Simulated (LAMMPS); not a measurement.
Ta (bcc) at 2960 K and zero pressure, started from the melt, with several potentials, in cells of their own sizes.

Models:
- EAM-type CuTa.eam.alloy: classical MD, pair style eam/alloy, file CuTa.eam.alloy (LAMMPS); X. W. Zhou, R. A. Johnson,  H. N. G. Wadley, Phys. Rev. B, 69, 144113 (2004)
- MEAM library.meam-Ta: classical MD, pair style meam, file library.meam (library.meam-Ta) (LAMMPS); Baskes, Phys Rev B, 46, 2727-2742 (1992)
- SNAP Ta06A.snap: MD with a machine-learned potential, pair style snap, file Ta06A.snap (LAMMPS); Thompson, Swiler, Trott, Foiles and Tucker, arxiv.org, 1409.3880 (2014)

```
potential                 state                  volume  first peak of g(r)       coordination number  self-diffusion coefficient of Ta (not corrected for cell size)  mean phonon frequency  rough cost (ms per atom and simulated ps)
-----------------------  ------  ----------------------  ------------------  ------------------------  --------------------------------------------------------------  ---------------------  -----------------------------------------
EAM-type CuTa.eam.alloy  liquid  19.329 ± 0.002 Å³/atom  2.82 Å, height 2.4  13.6 (counted to 4.02 Å)                                     (2.50 ± 0.06) × 10^-5 cm²/s                3.1 THz                                     1 to 3
MEAM library.meam-Ta     liquid  21.936 ± 0.009 Å³/atom  2.74 Å, height 2.3  7.67 (counted to 3.46 Å)                                     (2.66 ± 0.07) × 10^-5 cm²/s                3.7 THz                                     1 to 3
SNAP Ta06A.snap          liquid  19.298 ± 0.009 Å³/atom  2.81 Å, height 2.5  13.1 (counted to 3.94 Å)                                       (3.2 ± 0.2) × 10^-5 cm²/s                3.2 THz                                 100 to 300
```

Costs are rough: whole-run CPU time with set-up and analysis, from shared machines, in bands a factor of about three wide.

Caution (row EAM-type CuTa.eam.alloy): this liquid lies under the melting point of about 3260 K that EAM-type CuTa.eam.alloy gives, so it is undercooled.

Caution: the potential MEAM library.meam-Ta is a first-neighbour MEAM set with a 4 Å cutoff, used here without a parameter file and away from the static properties it was fitted to.

Caution (rows MEAM library.meam-Ta; SNAP Ta06A.snap): this liquid lies under the measured melting point of 3290 K, so it is undercooled or the potential melts low.

Caution (rows MEAM library.meam-Ta; SNAP Ta06A.snap): a run this short can hold a crystal over, or a liquid under, the potential's own melting point, which these runs don't give.

States go by the mean squared displacement: a species diffuses where it passes 1.5 Å², still rises and gives D over 1e-6 cm²/s; a crystal has left its structure where atoms lie 0.35 Å off their sites on average or a cubic box changes its shape by 3 %, or the axial ratios of another lie 8 % off the starting cell's, which the potential's own relaxation can also do.

Errors of D are the spread over four groups of atoms in one short run; a floor of about 5 %, a picked value, is safer.

Errors shown are sampling errors alone.
